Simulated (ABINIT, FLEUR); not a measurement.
An ABINIT input for a self-consistent single point of ZnS (P6_3mc, 4 atoms in the cell) (DFT, PBE, plane waves, PAW (JTH v2.0 PBE PAW)):

```
# ZnS, JTH v2.0 PBE PAW
pp_dirpath "./"
pseudos "Zn.GGA_PBE-JTH.xml, S.GGA_PBE-JTH.xml"
acell 3*1.0
rprim
         7.1092118805    0.0000005099    0.0000000000
        -3.5546063818    6.1567578344    0.0000000000
         0.0000000000    0.0000000000   11.6525104879
natom 4
ntypat 2
znucl 30 16
typat 1 1 2 2
xcart
        -0.0000001558    2.1720107160    0.0008632740
         1.8810163794    1.0860054929    3.0839847740
        -0.0000001558    2.1720107160    2.3114778510
         1.8810163794    1.0860054929    5.3945993510
      Angstrom
ecut 30
pawecutdg 60
pawxcdev 0
occopt 3
tsmear 0.05 eV
nband 24
kptopt 1
ngkpt 5 5 3
nshiftk 1
shiftk 0 0 0
nstep 80
tolvrs 1.0e-12
prtwf 0
prtden 0
enunit 2
```

### Question
Translate this input to FLEUR.

### Answer
This is the input that was run; spellings and numerical settings could be chosen otherwise.

Input of the input generator:

```
ZnS
&input film=f /
7.1092118805 0.0000005099 0.0000000000
-3.5546063818 6.1567578344 0.0000000000
0.0000000000 0.0000000000 11.6525104879
1.0
1.0 1.0 1.0

4
30 0.3333333333 0.6666666667 0.0001400000
30 0.6666666667 0.3333333333 0.5001400000
16 0.3333333333 0.6666666667 0.3748600000
16 0.6666666667 0.3333333333 0.8748600000

&comp jspins=1 /
&kpt div1=5 div2=5 div3=3 /
&end /
```

```xml
<?xml version="1.0" encoding="UTF-8" standalone="no"?>
<fleurInput fleurInputVersion="0.39">
   <comment>
      ZnS                                                                                                 
   </comment>
   <calculationSetup>
      <cutoffs Kmax="4.1" Gmax="16.4" GmaxXC="16.4" numbands="0"/>
      <scfLoop itmax="80" minDistance="0.00001" maxIterBroyd="15" imix="Anderson" alpha="0.05" precondParam="0.0" spinf="2.0"/>
      <coreElectrons ctail="T" frcor="F" kcrel="0" coretail_lmax="0"/>
      <xcFunctional name="pbe" relativisticCorrections="F"/>
      <magnetism jspins="1"/>
      <soc l_soc="F" theta="0.0" phi="0.0" spav="F"/>
      <expertModes spex="0" secvar="F"/>
      <geometryOptimization l_f="T" forcealpha="1.0" forcemix="BFGS" epsdisp="0.00001" epsforce="0.00001"/>
      <ldaU l_linMix="F" mixParam="0.05" spinf="1.0"/>
   </calculationSetup>
   <cell>
      <bzIntegration valenceElectrons="36.0" mode="hist" fermiSmearingEnergy="0.00183747">
         <kPointListSelection listName="default-1"/>
         <!-- k-points included here -->
         <xi:include xmlns:xi="http://www.w3.org/2001/XInclude" href="kpts.xml"> </xi:include>
      </bzIntegration>
      <!-- symmetry operations included here -->
      <xi:include xmlns:xi="http://www.w3.org/2001/XInclude" href="sym.xml"> </xi:include>
      <bulkLattice scale="1.0">
         <bravaisMatrix>
            <row-1>    7.1092118805000002     0.0000005099000000     0.0000000000000000</row-1>
            <row-2>   -3.5546063818000002     6.1567578343999996     0.0000000000000000</row-2>
            <row-3>    0.0000000000000000     0.0000000000000000    11.6525104879000008</row-3>
         </bravaisMatrix>
      </bulkLattice>
   </cell>
   <atomSpecies>
      <species name="Zinc (Zn)" element="Zn" atomicNumber="30">
         <mtSphere radius="2.41" gridPoints="849" logIncrement="0.015"/>
         <atomicCutoffs lmax="10" lnonsphr="8"/>
         <electronConfig flipSpins="F">
            <coreConfig>(1s1/2) (2s1/2) (2p1/2) (2p3/2) (3s1/2) (3p1/2) (3p3/2)</coreConfig>
            <valenceConfig>(4s1/2) (3d3/2) (3d5/2)</valenceConfig>
         </electronConfig>
         <energyParameters s="4" p="4" d="3" f="4"/>
      </species>
      <species name="Sulfur (S)" element="S" atomicNumber="16">
         <mtSphere radius="1.57" gridPoints="555" logIncrement="0.021"/>
         <atomicCutoffs lmax="6" lnonsphr="4"/>
         <electronConfig flipSpins="F">
            <coreConfig>(1s1/2) (2s1/2) (2p1/2) (2p3/2)</coreConfig>
            <valenceConfig>(3s1/2) (3p1/2) (3p3/2)</valenceConfig>
            <stateOccupation state="(3p1/2)" spinUp="0.6666666666667" spinDown="0.6666666666667"/>
            <stateOccupation state="(3p3/2)" spinUp="1.3333333333333" spinDown="1.3333333333333"/>
         </electronConfig>
         <energyParameters s="3" p="3" d="3" f="4"/>
      </species>
   </atomSpecies>
   <atomGroups>
      <atomGroup species="Zinc (Zn)">
         <relPos label="                   1">1.000/3.000 -1.000/3.000 .0001400000</relPos>
         <relPos label="                   2">-1.000/3.000 1.000/3.000 -.4998600000</relPos>
         <force calculate="T" relaxXYZ="TTT"/>
      </atomGroup>
      <atomGroup species="Sulfur (S)">
         <relPos label="                   3">1.000/3.000 -1.000/3.000 .3748600000</relPos>
         <relPos label="                   4">-1.000/3.000 1.000/3.000 -.1251400000</relPos>
         <force calculate="T" relaxXYZ="TTT"/>
      </atomGroup>
   </atomGroups>
   <output dos="F" band="F" slice="F">
      <checks vchk="F" cdinf="F"/>
      <bandDOS minEnergy="-.5*Htr" maxEnergy="0.5*Htr" sigma="0.015" storeEVData="T"/>
      <vacuumDOS vacdos="F" integ="F" star="F" nstars="0" locx1="0.0" locy1="0.0" locx2="0.0" locy2="0.0" nstm="0" tworkf="0.0"/>
      <unfoldingBand unfoldBand="F" supercellX="1" supercellY="1" supercellZ="1"/>
      <plotting iplot="0" polar="F">
         <plot TwoD="T" vec1="  1.0  0.0  0.0" vec2="  0.0  1.0  0.0" vec3="  0.0  0.0  1.0" zero="  0.0  0.0  0.0" file="plot"/>
      </plotting>
      <chargeDensitySlicing numkpt="0" minEigenval="0.0" maxEigenval="0.0" nnne="0" pallst="F"/>
      <specialOutput eonly="F"/>
      <magneticCircularDichroism mcd="F" energyLo="-10.0" energyUp="0.0"/>
   </output>
  <!-- We include the file relax.xml here to enable relaxations (see documentation) -->
  <xi:include xmlns:xi="http://www.w3.org/2001/XInclude" href="relax.xml"> <xi:fallback/> </xi:include>
</fleurInput>
```

Basis, cutoffs, solver keys and any potentials are the target program's own. This input uses DFT, PBE, all-electron FLAPW (FLEUR), scalar-relativistic valence.

The starting cell comes from a database of computed structures (which also holds hypothetical and non-ambient phases and stackings), without a prior relaxation at this level. Its lattice was rescaled by a random factor within 2.5 % of one.
